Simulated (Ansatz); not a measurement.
Start from La₂O₃ (space group P-3m1, No. 164; a = 3.940 Å, c = 6.188 Å).

Computed with Kohn–Sham DFT with the PBE functional, run in Ansatz (a quantum-chemistry and plane-wave program) with PAW and 420 eV plane waves, no SOC.

One change was made to it. Results:

The lattice parameter a shrinks by 0.165 Å (3.940 Å → 3.775 Å); the gap character changes from indirect, L → M to indirect, L → K; the band gap falls by 0.13 eV to 3.70 eV.

Name the change that was made.
A) pressure −2 GPa
B) pressure 50 GPa
C) pressure −1 GPa
D) pressure 3 GPa
E) pressure 7 GPa

B, pressure 50 GPa. For comparison, the band gap in the other runs: pressure 7 GPa gives 3.87 eV; pressure −1 GPa gives 3.83 eV; pressure −2 GPa gives 3.82 eV; pressure 3 GPa gives 3.85 eV.

Load acts through the strain it causes; cell and atoms are relaxed under it. Whether these cells are dynamically stable was not tested. Competing high-pressure phases were not computed.
